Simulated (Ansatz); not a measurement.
Results of revPBE in Ansatz (PAW) for cubic perovskite SrVO3.

Settings: plane-wave cutoff 520 eV, 14×14×14 k mesh, Fermi–Dirac smearing 0.05 eV, no spin polarisation, scalar-relativistic PAW data made under PBE.

Energies at three volumes about the minimum:

```json
[
 {"V (Å³/atom)": "11.481", "E − E_lowest (meV/atom)": "2.58"},
 {"V (Å³/atom)": "11.715", "E − E_lowest (meV/atom)": "0.00"},
 {"V (Å³/atom)": "11.949", "E − E_lowest (meV/atom)": "2.39"}
]
```

**Question.** Fit a parabola by hand: where is the minimum, what lattice constant follows, and what is the bulk modulus?

**Answer.** Slopes: (0.00 − 2.58)/(11.715 − 11.481) = -11.026 and (2.39 − 0.00)/(11.949 − 11.715) = 10.214 meV/Å³. Curvature E″ = 2 × (10.214 − (-11.026))/(11.949 − 11.481) = 90.769 meV/Å⁶. From the middle of the first interval, the slope vanishes at V0 = 11.5980 − (-11.026)/90.769 = 11.719 Å³/atom. B = V0 E″ = 11.719 × 90.769 meV/Å³ × 0.1602 GPa per meV/Å³ = 170 GPa. With 5 atoms in the cube, a = (5 × 11.719)^(1/3) = 3.884 Å. The full Birch–Murnaghan fit to all volumes gives V0 = 11.715 Å³/atom and B0 = 170 GPa.

Measured, for comparison: lattice constant a 3.842 Å (temperature not stated, not corrected to a static lattice; as tabulated in Marks et al. (2021), arXiv:2103.05797).

Ansatz is an electronic-structure program.
